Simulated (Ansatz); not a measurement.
**ZnO, response to strain**

Base system: ZnO in the wurtzite structure (space group P6_3mc, No. 186; a = 3.230 Å, c = 5.214 Å).

Strains are applied to the cell and any free atomic positions relax.

All numbers come from PBEsol, PAW, 420 eV (Ansatz, an electronic-structure program; spin-orbit coupling left out).

Candidates:
(a) isotropic strain −3.00 %
(b) isotropic strain −2.40 %
(c) isotropic strain −1.80 %

Before the change:

- Width of the top valence band = 1.83 eV

**Question.** Order them by width of the top valence band, lowest first.

**Answer.** (c) isotropic strain −1.80 % (1.96 eV), (b) isotropic strain −2.40 % (2.00 eV), (a) isotropic strain −3.00 % (2.05 eV)

The levels and masses belong to the bands next to the band gap. No phonon test of stability was made.
